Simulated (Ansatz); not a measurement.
Start from BN in the zinc blende structure (space group F-43m, No. 216; a = 3.605 Å).

One thing is altered: every lattice vector is shortened by 2.79 %, atoms relaxed at fixed cell.

Levels (all Ansatz, a program for electronic structure, PAW, earlier PAW set): PBEsol (420 eV, no SOC); r2SCAN (500 eV, without spin-orbit coupling).

The geometry is relaxed with PBEsol.

| Property | Result |
|---|---|
| PBEsol gap character | indirect, Γ → X |
| PBEsol smallest direct gap | 9.20 eV |
| PBEsol hole mass | 0.50, 0.50, 0.54 mₑ (at Γ) |
| PBEsol lowest conduction level above the VBM at special points | X 4.38 eV; U 7.03 eV; K 7.03 eV; Γ 9.20 eV |

### Question
What does r2SCAN give at this geometry for the gap character, smallest direct gap, hole mass and lowest conduction level above the VBM at special points?

### Answer
The gap character remains indirect, Γ → X; the smallest direct gap rises by 0.82 eV (9.20 eV → 10.02 eV); the hole mass (degenerate bands, along [100]) becomes 0.49, 0.49, 0.51 mₑ (at Γ) (PBEsol: 0.50, 0.50, 0.54 mₑ (at Γ)); the lowest conduction level above the VBM at special points changes from X 4.38 eV; U 7.03 eV; K 7.03 eV; Γ 9.20 eV to X 5.10 eV; U 7.81 eV; K 7.81 eV; Γ 10.02 eV.

Single points use the geometry relaxed with PBEsol. The cells carry an imposed strain or load. Masses are band curvatures over ±0.01 Å⁻¹ around the edge. Stability against distortions was not tested.
